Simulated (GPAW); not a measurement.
GPAW run on CaF (P6_3mc, 4 atoms in the cell): self-consistent single point.

Method: LDA (Perdew-Wang 92), GPAW PAW datasets LDA (gpaw-data 1.0.1) (plane waves; GPAW 25.7.0).

```
CaF
1.0
    3.95322     0.00000     0.00000
   -1.97661     3.42359     0.00000
    0.00000     0.00000     6.43637
Ca F
2 2
Direct
  0.33333   0.66667   0.99988
  0.66667   0.33333   0.49988
  0.33333   0.66667   0.37512
  0.66667   0.33333   0.87512
```

Reference input (self-consistent single point, DFT PBEsol, plane waves, GPAW PAW datasets PBEsol (made by gpaw-setup)): mode = pw; ecut = 950 eV; xc = PBEsol; kpts = 13 13 7; mesh shift (steps) = 0 0 0; occupations.name = methfessel-paxton; occupations.width = 0.136 eV; occupations.order = 0; nbands = -8; symmetry.symmorphic = false; symmetry.tolerance = 0.0005; maxiter = 100. This run's input differs from it in these lines:

```diff
@@ -15,3 +15,3 @@
 calc = GPAW(mode={'name': 'pw', 'ecut': 950},
-            xc='PBEsol',
+            xc='LDA',
             kpts=(13, 13, 7),
```

Its files differ too (potentials: GPAW PAW datasets LDA (gpaw-data 1.0.1)).

Log, with long lists cut:

```
     iter     time        total  log10-change:
                         energy   eigst   dens
iter:   1 --:--:--   -20.510176
iter:   2 --:--:--   -20.473321   -0.80  -1.34
iter:   3 --:--:--   -19.961255   -1.13  -1.38
iter:   4 --:--:--   -19.939151   -1.70  -1.56
iter:   5 --:--:--   -20.092209   -1.20  -1.60
iter:   6 --:--:--   -19.905349   -1.22  -1.85
iter:   7 --:--:--   -19.909510   -2.63  -2.64
iter:   8 --:--:--   -19.940662   -1.75  -2.60
iter:   9 --:--:--   -19.909298   -2.09  -2.21
iter:  10 --:--:--   -19.910259   -3.90  -3.01
iter:  11 --:--:--   -19.909796c  -3.92  -2.92
iter:  12 --:--:--   -19.909387c  -3.59  -3.09
iter:  13 --:--:--   -19.909429c  -4.07  -3.77
iter:  14 --:--:--   -19.909417c  -5.40  -3.83
iter:  15 --:--:--   -19.909416c  -5.72  -3.95
iter:  16 --:--:--   -19.909415c  -6.06  -3.96
iter:  17 --:--:--   -19.909410c  -5.95  -3.99
iter:  18 --:--:--   -19.909412c  -6.59  -4.17c
iter:  19 --:--:--   -19.909414c  -6.99  -4.28c
iter:  20 --:--:--   -19.909418c  -7.33  -4.35c
iter:  21 --:--:--   -19.909418c  -7.73c -4.49c
Converged after 21 iterations.

Dipole moment: (0.000000, -0.000000, 0.462157) |e|*Ang

Energy contributions relative to reference atoms: (reference = -42330.743293)

Kinetic:        +12.407426
Potential:       -9.387124
External:        +0.000000
XC:             -21.811593
Entropy (-ST):   -0.035468
Local:           -1.100394
SIC:             +0.000000
--------------------------
Free energy:    -19.927152
Extrapolated:   -19.909418

Showing only first 2 kpts
 Kpt  Band  Eigenvalues  Occupancy
  0    15     -2.47524    2.00000
  0    16      2.33014    2.00000
  0    17      5.20390    0.00550
  0    18      6.77994    0.00000

  1    15     -2.48007    2.00000
  1    16      2.45064    2.00000
  1    17      4.98717    0.60124
  1    18      6.83882    0.00000

Fermi level: 4.93691

No gap
No difference between direct/indirect transitions
Energy (eV): -19.909418

Forces in eV/Ang:
  0 Ca    0.00000    0.00000    0.00240
  1 Ca    0.00000    0.00000    0.00240
  2 F    -0.00000   -0.00000   -0.00260
  3 F     0.00000    0.00000   -0.00260

Stress tensor:
     0.025236    -0.000000     0.000000
    -0.000000     0.025236     0.000000
     0.000000     0.000000     0.027400
Stress (GPa, Voigt): [ 4.0433  4.0433  4.3899  0.      0.     -0.    ]
```

The run converged in 21 iterations. GPAW prints stress with tension positive. Against the reference run the largest force hardly changes (0.005 to 0.003 eV/Å).

At such cutoffs GPAW's stress carries a finite-basis (Pulay) error, which enters relaxed cells too; its log prints stress with tension positive.

The starting cell comes from a database of computed structures (which also holds hypothetical and non-ambient phases and stackings), without a prior relaxation at this level. The run gives no clean gap (levels at the Fermi energy touch, overlap or are partly filled at this smearing), which alone does not show that the compound is a metal.

Cost on one core of a shared machine: roughly 2 min.
